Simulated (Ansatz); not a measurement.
The parent structure is TaN in the rock salt structure (space group Fm-3m, No. 225; a = 4.417 Å).

Computed with Ansatz (a program for electronic structure) PBE, no SOC.

Before the change:

* **Lattice parameter a**: 4.417 Å

Perturbation: full substitution Ta → Nb; the structure is relaxed again.

Problem. What happens to the lattice parameter a?

Solution. The lattice parameter a grows by 0.004 Å (4.417 Å → 4.421 Å).

Stability against distortions was not tested. The final runs are not spin-polarised. This is not the structure that TaN has at room temperature and ambient pressure.
